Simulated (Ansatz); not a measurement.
```
ZnO
1.0
    3.27933     0.00000     0.00000
   -1.63966     2.83998     0.00000
    0.00000     0.00000     5.29379
Zn O
2 2
Direct
  0.66667   0.33333   0.00213
  0.33333   0.66667   0.50213
  0.66667   0.33333   0.62307
  0.33333   0.66667   0.12307
```

The cell is fixed at its relaxed static size. Melting and transitions to other phases are not modelled. An odd repeat of the supercell leaves out some zone-boundary points, where instabilities often lie.

**Question.** Estimate each atom's mean-square displacement (sum over three axes) at 1000 K from path-integral sampling on the energy surface fitted in the stochastic self-consistent harmonic approximation in a 3×3×2 supercell, PBE density-functional theory in Ansatz (plane waves, PAW).

**Answer.** Zn1 0.076 Å², Zn2 0.076 Å², O3 0.062 Å², O4 0.062 Å². Waves longer than the supercell are missing, so the values are low for an infinite crystal. Over all wave vectors of the supercell the softest harmonic mode is 69 cm⁻¹ at q = (0.00, 0.00, 0.50); the softest of the Hessian is 67 cm⁻¹ at q = (0.00, 0.00, 0.50) at 300 K (error under 1; the run's verdict: stable), 64 cm⁻¹ at q = (0.00, 0.00, 0.50) at 1000 K (error under 1; the run's verdict: stable).

Ansatz is a quantum-chemistry and plane-wave program.
